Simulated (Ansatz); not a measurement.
Input:

```xyz
10
Lattice="2.5684 1.4207 4.6290 -2.5684 1.4207 4.6290 0.0000 -2.8414 4.6290" Properties=species:S:1:pos:R:3 pbc="T T T"
Li    -0.0188    -0.0062     9.7240
Li     0.0188    -0.0062     2.7804
Nb     0.0222     0.0346    13.6754
Nb    -0.0222     0.0346     6.7318
O     -0.6896     1.3518     8.1840
O      1.5861    -0.1033     8.1489
O     -0.8955    -1.2770     8.1743
O      0.9823     1.3174     5.8343
O      0.6896    -1.4896     5.8695
O     -1.6729     0.1437     5.8598
```

No spin polarisation.

The values are results of plane-wave PAW DFT at the r2SCAN level (Ansatz, a first-principles code, 500 eV), no spin-orbit coupling, earlier PAW set, not measurements. Settings: 8×8×8 k-points, 0.05 eV Fermi–Dirac smearing.

Q: Estimate the stress (xx, yy, zz, yz, xz, xy; compression positive).

A: (2.93, 9.96, 3.45, -0.28, 0.00, 0.00) GPa.

Q: Predict the space group.

A: Cc (No. 9).

The cells carry an imposed strain or load. Whether these cells are dynamically stable was not tested. The cell was made from LiNbO3 (space group R3c, No. 161) by this change: uniaxial strain ε_yy = −4.19 %.
